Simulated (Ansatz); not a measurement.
Cubic perovskite SrVO₃, treated with PBEsol in Ansatz (PAW).

Settings: plane-wave cutoff 500 eV, 10×10×10 k mesh, Fermi–Dirac smearing 0.05 eV, magnetic order G, scalar-relativistic PAW data made under PBE.

Computed at the level's own relaxed cell.

### Question
Give the computed volume per atom and lattice parameter a.

### Answer

- volume per atom: 11.06 Å³/atom
- lattice parameter a: 3.809 Å

Measured, for comparison: equilibrium volume per atom 11.34 Å³/atom, lattice constant a 3.842 Å (temperature not stated, not corrected to a static lattice; as tabulated in Marks et al. (2021), arXiv:2103.05797). Computed (rounded) less measured: equilibrium volume per atom -2.5 %, lattice constant a -0.9 %. A static lattice is as a rule a little smaller and stiffer than an uncorrected measurement, which narrows the difference in the lattice constant a and would widen misses of the other sign.

Static lattice: no zero-point or thermal effects.

Ansatz is an electronic-structure program.
